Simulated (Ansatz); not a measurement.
**GaAs: response to strain**

The reference is GaAs in the zinc blende structure (space group F-43m, No. 216; a = 5.6667 Å).

Strains are applied to the cell and any free atomic positions relax.

All numbers come from r2SCAN in Ansatz (plane waves to 500 eV, PAW, no spin-orbit coupling).

```csv
isotropic strain (%),pressure (GPa)
-3,8.1
-2.5,?
-2,5.0
-1.5,3.6
-1,2.3
-0.5,1.1
0,0.0
```

Q: Fit P = P₀ − Bδ + Cδ² with δ = (1 + ε)³ − 1 to the rows shown and predict the withheld row.

A: Least squares on the printed values gives P₀ = 0.0 GPa, B = 69.3 GPa, C = 268 GPa (largest residual 0.0 GPa); this predicts 6.5 GPa, and the run gives 6.5 GPa, in agreement.

Whether these cells are dynamically stable was not tested.

Ansatz is a first-principles code.
